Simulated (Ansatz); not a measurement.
## Pressure series in hypothetical diamond Bi

The reference is Bi in the diamond structure (space group Fd-3m, No. 227; a hypothetical phase, not in the database extracts checked).

```xyz
2
Lattice="0.0000 3.5823 3.5823 3.5823 0.0000 3.5823 3.5823 3.5823 0.0000" Properties=species:S:1:pos:R:3 pbc="T T T"
Bi     5.3735     5.3735     5.3735
Bi     3.5823     3.5823     3.5823
```

Cell and atoms are relaxed at each pressure.

The values are results of PBEsol (Ansatz, an electronic-structure program), no spin-orbit coupling, not measurements.

Notes on the quantities. enthalpy: H = E + PV relative to the base's energy.

```
change                 enthalpy  volume per atom
----------------  -------------  ---------------
base                          –         45.97 Å³
pressure −2 GPa   -0.59 eV/atom         49.45 Å³
pressure −1 GPa   -0.29 eV/atom         47.56 Å³
pressure 0.3 GPa  +0.09 eV/atom         45.55 Å³
pressure 0.7 GPa  +0.20 eV/atom         45.03 Å³
pressure 1.5 GPa  +0.42 eV/atom         44.07 Å³
pressure 3 GPa    +0.83 eV/atom         42.50 Å³
pressure 5 GPa    +1.34 eV/atom         40.79 Å³
pressure 7.5 GPa  +1.97 eV/atom         39.05 Å³
pressure 10 GPa   +2.57 eV/atom         37.63 Å³
```

Load acts through the strain it causes; cell and atoms are relaxed under it. No phonon test of stability was made. No other phases were tried under pressure.
